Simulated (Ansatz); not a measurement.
# Converging the k-point mesh: a (110) slab of Sn (cut from a parent of space group no. 229; 4 atoms in the cell)

```xyz
4
Lattice="3.2718 0.0000 0.0000 -4.3624 3.0847 0.0000 0.0000 0.0000 22.0142" Properties=species:S:1:pos:R:3 pbc="T T T"
Sn    -1.0906     0.7712     7.0000
Sn    -3.2718     2.3135     9.6714
Sn    -1.0906     0.7712    12.3428
Sn    -3.2718     2.3135    15.0142
```

Method: LDA (PW92), default PAW files made with PBE (plane waves; Ansatz, a program for electronic structure).

Base settings: basis.ecutwfc = 30.9 Ry; kpoints.mp_grid.grid = 10 10 1; hamiltonian.xc = lda; hamiltonian.pseudopotentials = {kind: paw} (the program's default PAW files); scf.occupations.method = gaussian; scf.occupations.width = 0.0073 Ry.

Only quantities that move along the ladder and can be compared are tabulated.

The count of work is k-points × plane waves × bands × iterations; it is no time. 

The starting cell comes from a database of computed structures (which also holds hypothetical and non-ambient phases and stackings), without a prior relaxation at this level. The slab is cut from that crystal, and its faces are unrelaxed. Its lattice was rescaled by up to half a per cent.

Steps (kpoints.mp_grid.grid): 3 3 1; 4 4 1; 5 5 1; 6 6 1; 7 7 1; 8 8 1; 9 9 1; 10 10 1; 11 11 1; 12 12 1; 15 15 1; 17 17 1; 20 20 1; 23 23 1; 27 27 1; 32 32 1; 38 38 1; 44 44 1.

Problem. What is the coarsest kpoints.mp_grid.grid that holds the free energy within 0.5 meV/atom of the last step, with all finer ones?

Solution. 23 23 1, at 0.24 of the last step's count of work; the step before is off by 0.67 meV/atom.

Problem. What is the coarsest kpoints.mp_grid.grid that holds the forces within 0.01 eV/Å of the last step, with all finer ones?

Solution. 27 27 1, at 0.33 of the last step's count of work; the step before is off by 0.017 eV/Å.

```tsv
kpoints.mp_grid.grid	free energy less the last step's (meV/atom)	largest difference of a force vector from the last step's (eV/Å)	count of work / last
3 3 1	55.01	0.466	0.0079
4 4 1	81.75	0.506	0.016
5 5 1	24.67	0.340	0.020
6 6 1	19.85	0.035	0.026
7 7 1	-26.81	0.094	0.027
8 8 1	8.13	0.150	0.041
9 9 1	-3.78	0.073	0.049
10 10 1	2.04	0.111	0.061
11 11 1	3.04	0.044	0.071
12 12 1	-1.95	0.083	0.085
15 15 1	0.41	0.036	0.13
17 17 1	0.56	0.015	0.16
20 20 1	-0.67	0.021	0.19
23 23 1	-0.27	0.017	0.24
27 27 1	-0.13	0.007	0.33
32 32 1	0.17	0.006	0.54
38 38 1	-0.12	0.002	0.64
44 44 1	0.00	0.000	1.0
```

Keys are those of Ansatz 0.2.
